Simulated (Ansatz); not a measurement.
A computed series for Ru: response to strain

Take Ru in the hcp (Mg type) structure (space group P6_3/mmc, No. 194; a = 2.7055 Å, c = 4.2651 Å; relaxed with 0.1 eV smearing) as the base. Axes: x lies along a and z along c of the hexagonal cell.

Strains are applied to the cell and any free atomic positions relax; under biaxial strain the out-of-plane vector relaxes too; under stress the whole cell relaxes.

The values are results of DFT with r2SCAN, PAW potentials and a 500 eV plane-wave cutoff in Ansatz (a quantum-chemistry and plane-wave program), no spin-orbit coupling, earlier PAW set, not measurements.

Notes on the quantities. energy relative to the base: free energy F; pressure: mean of the normal stresses, compression positive.

```tsv
change	energy relative to the base	space group	pressure	shortest interatomic distance
base	0 meV/atom	P6_3/mmc (No. 194)	0.0 GPa	2.643 Å
biaxial strain +1.24 %, plane normal [001], relaxed out of plane	–	P6_3/mmc (No. 194)	-5.4 GPa	2.643 Å
isotropic strain +0.77 %	+7.4 meV/atom	P6_3/mmc (No. 194)	-7.4 GPa	2.664 Å
uniaxial strain ε_xx = −2.50 %	+17 meV/atom	Cmcm (No. 63)	9.1 GPa	2.629 Å
uniaxial strain ε_xx = +5.75 %	+71 meV/atom	Cmcm (No. 63)	-15.3 GPa	2.653 Å
uniaxial stress, 5 GPa tension along x	+2.2 meV/atom	Cmcm (No. 63)	–	2.640 Å
```

Stability under load was not tested beyond the relaxation. All final runs are without spin polarisation.
